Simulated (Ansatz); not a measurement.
The starting structures come from a database of crystals and need not be the phases stable at ambient conditions.

Inside the gap of an insulator the Bloch states are evanescent, with a wavenumber k + iκ along the transport direction.

Consider the following.

```yaml
crystal:
  lattice:
    - [6.48990, 0.00000, 0.00000]
    - [0.51018, 7.94118, 0.00000]
    - [-2.98986, 3.97059, 4.09033]
  atoms:
    - { symbol: La, position: [0.45005, 0.79995, 0.40010] }
    - { symbol: La, position: [0.54995, 0.20005, 0.59990] }
    - { symbol: B, position: [0.02771, 0.22229, 0.55542] }
    - { symbol: B, position: [0.97229, 0.77771, 0.44458] }
    - { symbol: B, position: [0.92379, 0.65771, 0.13824] }
    - { symbol: B, position: [0.07621, 0.34229, 0.86176] }
    - { symbol: B, position: [0.71445, 0.20405, 0.13824] }
    - { symbol: B, position: [0.28555, 0.79595, 0.86176] }
    - { symbol: O, position: [0.07374, 0.41606, 0.37352] }
    - { symbol: O, position: [0.92626, 0.58394, 0.62648] }
    - { symbol: O, position: [0.79978, 0.21042, 0.37352] }
    - { symbol: O, position: [0.20022, 0.78958, 0.62648] }
    - { symbol: O, position: [0.99473, 0.22074, 0.77038] }
    - { symbol: O, position: [0.00527, 0.77926, 0.22962] }
    - { symbol: O, position: [0.27565, 0.00888, 0.77038] }
    - { symbol: O, position: [0.72435, 0.99112, 0.22962] }
    - { symbol: O, position: [0.71133, 0.78690, 0.83080] }
    - { symbol: O, position: [0.28867, 0.21310, 0.16920] }
    - { symbol: O, position: [0.61947, 0.38230, 0.83080] }
    - { symbol: O, position: [0.38053, 0.61770, 0.16920] }
```

Space group of this cell: C2/c. The cell is taken as given.

Transport runs along the normal of the first two printed cell vectors.

The gap is the functional's own. No spin-orbit coupling. Mid-gap values are interpolated on the energy grid.

Compute, with r2SCAN in Ansatz (a program for electronic structure), the band gap and the smallest decay constant κ at mid-gap.

Gap 5.48 eV on a 8×8×8 mesh; κ = 0.541 1/Å, at the zone centre.
